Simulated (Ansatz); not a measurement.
# MoSi2, response to strain

Base system: MoSi$_{2}$ (space group I4/mmm, No. 139; relaxed with 0.1 eV smearing).

```yaml
crystal:
  lattice:
    - [-1.58700, 1.58700, 3.88936]
    - [1.58700, -1.58700, 3.88936]
    - [1.58700, 1.58700, -3.88936]
  atoms:
    - { symbol: Si, position: [0.66479, 0.66479, 0.00000] }
    - { symbol: Si, position: [0.33521, 0.33521, 0.00000] }
    - { symbol: Mo, position: [0.00000, 0.00000, 0.00000] }
```

Cartesian axes are those of the cell as printed.

Strains are applied to the cell and any free atomic positions relax.

Method: LDA, PAW, 420 eV (Ansatz, a program for electronic structure; no SOC).

Notes on the quantities. pressure: mean of the normal stresses, compression positive; energy relative to the base: free energy F.

```csv
case,pressure,energy relative to the base,volume per atom
base,0.0 GPa,0 meV/atom,13.06 Å³
uniaxial strain ε_zz = −3.00 %,…,+21 meV/atom,12.67 Å³
uniaxial strain ε_zz = −2.00 %,5.3 GPa,+9.2 meV/atom,12.80 Å³
uniaxial strain ε_zz = −1.50 %,3.9 GPa,+5.1 meV/atom,12.86 Å³
uniaxial strain ε_zz = −1.00 %,2.5 GPa,+2.2 meV/atom,12.93 Å³
uniaxial strain ε_zz = +0.50 %,-1.2 GPa,…,13.13 Å³
uniaxial strain ε_zz = +1.00 %,-2.3 GPa,+2.1 meV/atom,13.19 Å³
uniaxial strain ε_zz = +1.50 %,-3.4 GPa,+4.7 meV/atom,13.26 Å³
uniaxial strain ε_zz = +2.00 %,-4.5 GPa,+8.2 meV/atom,13.32 Å³
uniaxial strain ε_zz = +2.50 %,-5.5 GPa,+13 meV/atom,13.39 Å³
```

Fill in the withheld entries from the trend.


- uniaxial strain ε_zz = −3.00 %, pressure: 8.3 GPa
- uniaxial strain ε_zz = +0.50 %, energy relative to the base: +0.5 meV/atom

Whether these cells are dynamically stable was not tested. The final runs are not spin-polarised.
